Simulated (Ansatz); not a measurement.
## Ta2O5 (Pmmm): band-edge transport data

Consider the following.

```
Ta2O5
1.0
    3.66999     0.00000     0.00000
    0.00000     3.85904     0.00000
    0.00000     0.00000     6.43340
Ta O
2 5
Direct
  0.50000   0.00000   0.50000
  0.00000   0.00000   0.00000
  0.50000   0.50000   0.50000
  0.00000   0.00000   0.67926
  0.00000   0.00000   0.32074
  0.00000   0.50000   0.00000
  0.50000   0.00000   0.00000
```

All values below come from r2SCAN, rigid bands (plane waves, PAW, scalar-relativistic; Ansatz, a first-principles code). Condition of this run: functional r2SCAN on the same cell. How the cell was made: cell and atoms relaxed with PBEsol.

| Property | Value |
|---|---|
| band gap | 0.64 eV |
| electron conductivity mass (300 K, dilute) | 1.02 (x), 0.25 (y), 17.7 (z) mₑ |
| effective density of states N_c (300 K) | 4.1e19 cm⁻³ |
| density-of-states mass, electrons | 1.38 mₑ |
| Seebeck coefficient, n-type 1e19 cm⁻³, 300 K | -330 μV/K |
| best n-type power factor at 300 K for τ = 10 fs (best axis; densities from 1e16 to 1e21 cm⁻³ tried, whether or not they can be reached) | 25 μW/(cm·K²) at 1e20 cm⁻³ |

Rigid bands; masses and Seebeck coefficients take one relaxation time τ for all states and one kind of carrier; polarons and phonon drag are left out. Spin-orbit coupling is left out; where it splits the top of the valence band, N_v and the p-type Seebeck coefficient come out somewhat high without it. Geometry: cell and atoms relaxed with PBEsol.

Computed structure, not matched to a measured one here, so possibly hypothetical: Ta2O5 (Pmmm).
